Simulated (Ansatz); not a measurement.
Given:

```yaml
crystal:
  lattice:
    - [2.98549, 0.00000, 0.00000]
    - [-1.49275, 2.58551, 0.00000]
    - [0.00000, 0.00000, 2.90624]
  atoms:
    - { symbol: W, position: [0.00000, 0.00000, 0.00000] }
    - { symbol: C, position: [0.33333, 0.66667, 0.50000] }
```

No spin polarisation.

All numbers come from r2SCAN (Ansatz, a quantum-chemistry and plane-wave program, PAW, without spin-orbit coupling). k-mesh 23×23×20 (Γ-centred); smearing 0.1 eV (Fermi–Dirac).

Q: Predict the band gap, pressure and space group.

A: 
- Band gap: zero
- Pressure (mean of the normal stresses, compression positive): -25.6 GPa
- Space group: P-6m2 (No. 187)

The cells carry an imposed strain or load. No phonon test of stability was made. All final runs are without spin polarisation. The cell was made from WC (space group P-6m2, No. 187) by this change: isotropic strain +2.50 %.
